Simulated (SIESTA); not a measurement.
**A short convergence ladder for ZrC (Fm-3m, 2 atoms in the cell)**

```
CELL_PARAMETERS angstrom
      0.00000     2.35705     2.35705
      2.35705     0.00000     2.35705
      2.35705     2.35705     0.00000
ATOMIC_POSITIONS crystal
  Zr 0.00000 0.00000 0.00000
  C  0.50000 0.50000 0.50000
```

Base method: GGA PBE, numerical atomic orbitals DZP, PseudoDojo PBE standard norm-conserving potentials (rewritten from UPF to PSML) run with SIESTA.

Base settings: XC.functional = GGA; XC.authors = PBE; potentials = PseudoDojo PBE standard; PAO.BasisSize = DZP; PAO.EnergyShift = 0.01 Ry; MeshCutoff = 400 Ry; kgrid.MonkhorstPack = 6 6 6; OccupationFunction = FD; ElectronicTemperature = 0.1 eV; MaxSCFIterations = 150.

Core times come from one kind of shared machine, to one figure; runs under 30 s give none.

**The size of a vacancy's supercell**

On ZrC (Fm-3m, 4 atoms in the cell), and larger cells.

Steps: 2 x 1 x 1 supercell, one C atom taken out, nothing relaxed; 2 x 2 x 1 supercell, one C atom taken out, nothing relaxed; and so on, with the mesh thinned in proportion.

Only quantities that move along the ladder and can be compared are tabulated.

```csv
atoms,energy of the cell with the vacancy less the whole one (holds the removed atom on the program's zero: only its change counts) (eV),core time / last (rough)
4,165.420,0.2
8,165.387,0.4
16,165.351,0.4
24,165.248,1
```

Smallest size that holds the energy of the cell with the vacancy less the whole one (holds the removed atom on the program's zero: only its change counts) within 0.05 eV: not settled: the last two steps still differ by 0.10 eV, over half the tolerance, so the ladder does not show it.

On the base run: the starting cell has typed, rounded lattice constants, without a prior relaxation at this level. Its lattice was rescaled by up to half a per cent. Values carry the incompleteness of an atom-centred basis.
